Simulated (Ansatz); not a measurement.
**Effect of pressure 0.7 GPa on K**

Consider K in the bcc (W type) structure (space group Im-3m, No. 229; a = 5.280 Å).

Now apply this change: a hydrostatic pressure of 0.7 GPa.

Method: PBE (Ansatz, a quantum-chemistry and plane-wave program; PAW; 420 eV plane waves; spin-orbit coupling left out). Settings: 13×13×13 k-points, 0.05 eV Fermi–Dirac smearing.

The density goes up by 0.14 g/cm³, from 0.88 g/cm³ to 1.02 g/cm³ and the lattice parameter a falls by 0.4733 bohr (9.978 bohr → 9.504 bohr). The enthalpy H = E + PV relative to the base's energy is +0.30 eV/atom and the band gap is still zero.

Final structure:

```
K
1.0
   -2.51477     2.51477     2.51477
    2.51477    -2.51477     2.51477
    2.51477     2.51477    -2.51477
K
1
Direct
  0.00000   0.00000   0.00000
```

Cost of the whole job for the changed cell (relaxation, final SCF and bands): very roughly 8 core-seconds.

Load acts through the strain it causes; cell and atoms are relaxed under it. Whether these cells are dynamically stable was not tested.
